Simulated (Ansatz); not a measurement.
**How the bulk modulus B0 of Sb (model structure, started from the C4 type, I4₁32, No. 214, 4 atoms in the cell) moves with the method**

No measured value is used here.

```csv
level (code),value (GPa),cell (Å³/atom)
PBE (Ansatz),[?],66.19
PBEsol (Ansatz),21.1,63.52
r²SCAN (Ansatz),21.1,64.22
```

Q: What belongs in the gaps?

A: 
- PBE (Ansatz, an electronic-structure program), value (GPa): 19.1

PBE, PBEsol, r²SCAN: the bulk modulus is −V dP/dV from two relaxed cells at ±2 % in volume. Each level is taken at its own relaxed cell. Cutoffs differ between the levels. Ansatz's density-functional and Hartree–Fock values are scalar-relativistic unless marked +SOC, with PAW data made under PBE.

A model structure was made by putting elements into a prototype or built by hand; it is no filed structure, need not be a known phase, and can be a saddle point held by its symmetry.
